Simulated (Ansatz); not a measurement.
Abridged Ansatz (a program for electronic structure) output:

```
Pseudopotential: Fe, paw, valence charge 16
Pseudopotential: Se, paw, valence charge 16
Crystal: 6 atoms, lattice volume = 95.265 Å³
Basis set: ecut = 420 eV, 1855 PW (Γ), exchange–correlation on 64×80×48 points (8 copies of the dense FFT grid, shifted against one another)
Bands: 54, of which v1, the nominal top of the filled ones, is band 48 counted from 1 (47 counted from 0)
Symmetry: 8 space group operations
k-points: 80 of 378
Functional: x = pbesol(κ = 0.804, μ = 0.12345679012345678), c = pbesol(β = 0.046)
SCF iter   1: F=—  HF=-30617.929399 eV  |F-HF|=—  |Δ(HF+E_count)|=         —  Δρ=3.81e-1  dr2=1.67e2  ethr=3.10e-3  ⟨swp⟩=5.9  Hψ=14101  notcnv=0  defer=1
SCF iter   2: F=—  HF=-30600.530198 eV  |F-HF|=—  |Δ(HF+E_count)|=    1.74e1  Δρ=7.96e-2  dr2=7.52e0  ethr=3.10e-3  ⟨swp⟩=4.0  Hψ=10813  notcnv=0  defer=28
SCF 1 converged in 14 iterations: F = -30597.362850 eV  dr2 = 2.16e-10
SCF converged after 14 iterations
Free energy (F): -30597.362850 eV
Internal energy: -30597.362239 eV  (E = F + TS)
E sigma→0 (E₀):  -30597.362544 eV
Entropy (-TS):   -0.000611 eV (-0.102 meV/atom)
Fermi energy:    14.019527 eV
--- Forces (eV/Å), atoms counted from 1 ---
  atom   1  Fe    -0.00000000     0.00000000     0.00000000
  atom   2  Fe     0.00000000     0.00000000     0.00000000
  atom   3  Se    -0.00015716    -0.00023162     0.00000000
  atom   4  Se    -0.00015716     0.00023162     0.00000000
  atom   5  Se     0.00015716    -0.00023162     0.00000000
  atom   6  Se     0.00015716     0.00023162     0.00000000
--- Stress (GPa, compression-positive) ---
       -0.000935       0.000000       0.000000
        0.000000       0.000096       0.000000
        0.000000       0.000000      -0.000514
  P = ⅓ Tr σ = -0.0005 GPa (-0.005 kbar)
```

**Question.** What was computed, and what are the main results?

**Answer.** FeSe2, 6 atoms in the cell, with PBEsol (Ansatz, PAW, without spin-orbit coupling), earlier PAW set. The last SCF converged to F = -30597.362850 eV, or -5099.5605 eV per atom, at a pressure of 0.00 GPa. The total energy compares only with runs of the same code, potentials and settings.

Whether these cells are dynamically stable was not tested. Starting moments died away, wholly or in part, for S → Se; another magnetic solution may exist. All final runs are without spin polarisation. The cell was made from FeS2 by this change: S → Se; the result is a model cell.
